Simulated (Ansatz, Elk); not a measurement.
An Ansatz (a quantum-chemistry and plane-wave program) input for a self-consistent single point of TiOs (Pm-3m, 2 atoms in the cell) (DFT, PBEsol, plane waves, default PAW files made with PBE):

Ansatz 0.2 input:
```yaml
# TiOs
crystal:
  lattice:
    - [3.084630, 0.000000, 0.000000]
    - [0.000000, 3.084630, 0.000000]
    - [0.000000, 0.000000, 3.084630]
  atoms:
    - { symbol: Ti, position: [0.500000, 0.500000, 0.500000] }
    - { symbol: Os, position: [0.000000, 0.000000, 0.000000] }
kpoints:
  mp_grid: { grid: [14, 14, 14] }
hamiltonian:
  xc: pbesol
  pseudopotentials: { kind: paw }
scf:
  occupations: { method: gaussian, width: 0.0073 Ry }
output:
  forces: true
  eigenvalues: true
  stress: true
```

Translate this input to Elk.

One input that does it (others would too):

```
tasks
  0

xctype
  22

rgkmax
  8.0

gmaxvr
  16.0

nxlo
  2

lorbcnd
  .true.

rmtscf
  0.91

lmaxi
  3

stype
  0

swidth
  0.00367493

maxscl
  100

avec
    5.8291058958    0.0000000000    0.0000000000
    0.0000000000    5.8291058958    0.0000000000
    0.0000000000    0.0000000000    5.8291058958

atoms
  2
  'Ti.in'
  1
  0.5000000000  0.5000000000  0.5000000000    0.0 0.0 0.0
  'Os.in'
  1
  0.0000000000  0.0000000000  0.0000000000    0.0 0.0 0.0

ngridk
  14 14 14
```

Basis settings and potentials, where a program has them, do not carry over. This input uses DFT, PBEsol, all-electron FP-LAPW, Elk's shipped species files, APW+lo basis with extra local orbitals. The width in Ry is rounded to four decimals.

The starting cell comes from a database of computed structures (which also holds hypothetical and non-ambient phases and stackings), without a prior relaxation at this level.
